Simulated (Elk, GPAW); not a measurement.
A GPAW input for a self-consistent single point of PbSe (Fm-3m, 2 atoms in the cell) (DFT PBE, plane waves, GPAW PAW datasets PBE (gpaw-data 1.0.1)):

```python
from ase import Atoms
from ase.units import GPa
from gpaw import GPAW, PW, FermiDirac

atoms = Atoms(['Pb', 'Se'],
              cell=[[0.000000, 2.998800, 2.998800],
                    [2.998800, 0.000000, 2.998800],
                    [2.998800, 2.998800, 0.000000]],
              scaled_positions=[[0.000000, 0.000000, 0.000000],
                                [0.500000, 0.500000, 0.500000]],
              pbc=True)

calc = GPAW(mode=PW(600),
            xc='PBE',
            kpts={'size': (6, 6, 6), 'gamma': True},
            occupations=FermiDirac(0.01),
            nbands=-8,
            convergence={'density': 1e-05, 'energy': 1e-05, 'bands': -6},
            symmetry={'symmorphic': False, 'tolerance': 0.0005},
            maxiter=150)

atoms.calc = calc

energy = atoms.get_potential_energy()
print('Energy (eV):', round(energy, 6))
forces = atoms.get_forces()
print('Forces (eV/Ang):')
print(forces.round(5))
stress = atoms.get_stress()
print('Stress (GPa, Voigt):', (stress / GPa).round(4))
```

Problem. Write the same calculation as an input for Elk.

Solution. This is the input that was run; spellings and numerical settings could be chosen otherwise.

```
tasks
  0

xctype
  20

rgkmax
  7.5

gmaxvr
  16.0

nxlo
  2

lorbcnd
  .true.

lmaxi
  3

swidth
  0.000367493

maxscl
  100

avec
    0.0000000000    5.6669107025    5.6669107025
    5.6669107025    0.0000000000    5.6669107025
    5.6669107025    5.6669107025    0.0000000000

atoms
  2
  'Pb.in'
  1
  0.0000000000  0.0000000000  0.0000000000    0.0 0.0 0.0
  'Se.in'
  1
  0.5000000000  0.5000000000  0.5000000000    0.0 0.0 0.0

ngridk
  6 6 6
```

Basis settings and potentials, where a program has them, do not carry over. This input uses DFT, PBE, all-electron FP-LAPW, Elk's shipped species files, APW+lo basis with extra local orbitals.

The starting cell has typed, rounded lattice constants, without a prior relaxation at this level. For this run, on top of that: lattice scaled by 0.98.
